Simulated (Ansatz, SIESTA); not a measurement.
A SIESTA input for a self-consistent single point of CdTe (F-43m, 2 atoms in the cell) (DFT, GGA PBE with spin-orbit coupling, numerical atomic orbitals TZP, PseudoDojo PBE fully relativistic norm-conserving potentials (rewritten from UPF to PSML)):

```
# files in the folder: Cd.psml Te.psml (PseudoDojo PBE fully relativistic)
SystemName  CdTe
SystemLabel cdte

NumberOfAtoms                2
NumberOfSpecies              2
%block ChemicalSpeciesLabel
  1 48 Cd
  2 52 Te
%endblock ChemicalSpeciesLabel
LatticeConstant              1.0 Ang
%block LatticeVectors
     0.000000000    3.240000000    3.240000000
     3.240000000    0.000000000    3.240000000
     3.240000000    3.240000000    0.000000000
%endblock LatticeVectors
AtomicCoordinatesFormat      Fractional
%block AtomicCoordinatesAndAtomicSpecies
     0.000000000    0.000000000    0.000000000  1
     0.250000000    0.250000000    0.250000000  2
%endblock AtomicCoordinatesAndAtomicSpecies

XC.functional                GGA
XC.authors                   PBE
PAO.BasisSize                TZP
PAO.EnergyShift              0.01 Ry
MeshCutoff                   350 Ry
%block kgrid.MonkhorstPack
    5   0   0  0.0
    0   5   0  0.0
    0   0   5  0.0
%endblock kgrid.MonkhorstPack
OccupationFunction           FD
ElectronicTemperature        0.05 eV
Spin                         spin-orbit
%block DM.InitSpin
  1 0.00 0.00 0.00
  2 0.00 0.00 0.00
%endblock DM.InitSpin

MaxSCFIterations             150
SCF.Mixer.Method             Pulay
SCF.Mixer.Weight             0.25
SCF.Mixer.History            6
SCF.DM.Tolerance             1.0E-04
Diag.ParallelOverK           true
WriteForces                  true
```

**Question.** Give the Ansatz (an electronic-structure program) input for the same structure, mesh, smearing and functional.

**Answer.** This is the input that was run; spellings and numerical settings could be chosen otherwise.

Ansatz 0.2 input:
```yaml
# CdTe
crystal:
  lattice:
    - [0.00000000, 3.24000000, 3.24000000]
    - [3.24000000, 0.00000000, 3.24000000]
    - [3.24000000, 3.24000000, 0.00000000]
  atoms:
    - { symbol: Cd, position: [0.00000000, 0.00000000, 0.00000000] }
    - { symbol: Te, position: [0.25000000, 0.25000000, 0.25000000] }
basis:
  ecutwfc: 420.0
kpoints:
  mp_grid:
    grid: [5, 5, 5]
hamiltonian:
  xc: pbe
  pseudopotentials:
    kind: paw
magnetization:
  noncollinear: true
  spin_orbit: true
scf:
  occupations:
    method: fermi_dirac
    width: 0.05
output:
  forces: true
  eigenvalues: true
  stress: true
```

Basis settings and potentials, where a program has them, do not carry over. This input uses DFT, PBE with spin-orbit coupling, plane waves, default PAW files. Both were run: size of the net moment 0.00 μB/atom in SIESTA and 0.00 in Ansatz.

On Ansatz: the starting cell has typed, rounded lattice constants, without a prior relaxation at this level. A gap is left out here, as mesh or smearing make it unsure.

On SIESTA: the starting cell has typed, rounded lattice constants, without a prior relaxation at this level. Values carry the incompleteness of an atom-centred basis.
